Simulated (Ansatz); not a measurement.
The reference is Al2Cu (space group I4/mcm, No. 140; a = 6.0596 Å, c = 4.8745 Å). Axes: x, y, z lie along a, b, c of the conventional cell.

Method: Kohn–Sham DFT with the PBE functional, run in Ansatz (a first-principles code) with PAW and 420 eV plane waves, no SOC.

Strains are applied to the cell and any free atomic positions relax; under biaxial strain the out-of-plane vector relaxes too.

One change was made to it. Results:

```json
[
 {"quantity": "shortest interatomic distance", "base": "2.437 Å", "after": "2.384 Å"},
 {"quantity": "pressure (mean of the normal stresses, compression positive)", "base": "0.0 GPa", "after": "-5.5 GPa"},
 {"quantity": "band gap", "base": "zero", "after": "zero"},
 {"quantity": "energy relative to the base (free energy F)", "base": "0 meV/atom", "after": "+35 meV/atom"}
]
```

**Question.** Name the change that was made.
(A) isotropic strain +5.84 %
(B) biaxial strain +4.52 %, plane normal [001], relaxed out of plane
(C) biaxial strain +0.92 %, plane normal [001], relaxed out of plane

**Answer.** B, biaxial strain +4.52 %, plane normal [001], relaxed out of plane. For comparison, the energy relative to the base in the other runs: isotropic strain +5.84 % gives +116 meV/atom; biaxial strain +0.92 %, plane normal [001], relaxed out of plane gives +1.6 meV/atom.

A biaxial case was relaxed in a doubled cell and then solved in the primitive one. Without a gap, meshes like the base's 12×12×12 leave anisotropic stresses uncertain by several tenths of a GPa, and small strain energies with them. No phonon test of stability was made. All final runs are without spin polarisation.
